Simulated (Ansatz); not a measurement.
What isotropic strain +3.00 % does to CaS

Take CaS in the rock salt structure (space group Fm-3m, No. 225; a = 5.7120 Å) as the base.

One thing is altered: an isotropic linear strain of +3.00 %, atoms relaxed at fixed cell.

Computed with Kohn–Sham DFT with the PBE functional, run in Ansatz (a program for electronic structure) with PAW and 420 eV plane waves, no spin-orbit coupling. Settings: 10×10×10 k-points, 0.05 eV Fermi–Dirac smearing.

The volume per atom increases by 2.16 Å³ to 25.46 Å³ and the space group remains Fm-3m (No. 225). The shortest interatomic distance grows by 8.6 pm (285.6 pm → 294.2 pm) and the energy goes up by 31 meV/atom. The pressure decreases by 4.20 GPa to -4.21 GPa and the band gap goes up by 0.165 eV, from 2.38 eV to 2.55 eV. The gap character stays indirect, Γ → X and the smallest direct gap increases by 0.10 eV to 3.28 eV. The mean gap deformation potential ΔEg/Δln V amounts to +1.9 eV and the width of the top valence band decreases by 0.17 eV, from 1.53 eV to 1.36 eV. The electron mass goes from 1.4 mₑ along k, 0.31 mₑ across (at X) to 1.5 mₑ along k, 0.34 mₑ across (at X) and the hole mass (degenerate bands, along [100]) goes from 0.23, 1.2, 1.2 mₑ (at Γ) to 0.24, 1.3, 1.3 mₑ (at Γ). The valley order (the lowest conduction-band minima on the path, energy above the VBM, named in the base's zone) changes from X along ⟨100⟩ 2.38 eV; Γ 4.10 eV to X along ⟨100⟩ 2.55 eV; Γ 3.57 eV.

Masses are band curvatures over ±0.01 Å⁻¹ around the edge. Along k means along the line from Γ to the band edge. Stability against distortions was not tested.
